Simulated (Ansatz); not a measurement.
# Hypothetical cubic perovskite SrSnS3, response to strain

Start from SrSnS$_{3}$ in the cubic perovskite structure (space group Pm-3m, No. 221; a = 5.045 Å; a hypothetical phase, not in the database extracts checked). Axes: x, y, z lie along the cube axes.

Strains are applied to the cell and any free atomic positions relax; under biaxial strain the out-of-plane vector relaxes too.

Computed with PBE/PAW in Ansatz (a quantum-chemistry and plane-wave program), no spin-orbit coupling.

Notes on the quantities. energy relative to the base: free energy F.

| variant | energy relative to the base | shortest interatomic distance |
|---|---|---|
| base | 0 meV/atom | 2.523 Å |
| biaxial strain +1.44 %, plane normal [111], relaxed out of plane | … | 2.535 Å |
| biaxial strain +1.64 %, plane normal [111], relaxed out of plane | +3.3 meV/atom | … |
| uniaxial strain ε_zz = +1.41 % | +1.7 meV/atom | 2.523 Å |
| uniaxial strain ε_zz = +4.42 % | +15 meV/atom | 2.523 Å |

Some entries are withheld; estimate them.


- biaxial strain +1.44 %, plane normal [111], relaxed out of plane, energy relative to the base: +2.6 meV/atom
- biaxial strain +1.64 %, plane normal [111], relaxed out of plane, shortest interatomic distance: 2.536 Å

Without a gap, meshes like the base's 9×9×9 leave anisotropic stresses uncertain by several tenths of a GPa, and small strain energies with them. No phonon test of stability was made. All final runs are without spin polarisation. Many cubic perovskites are stable only at high temperature; tilts and polar distortions were not tested.
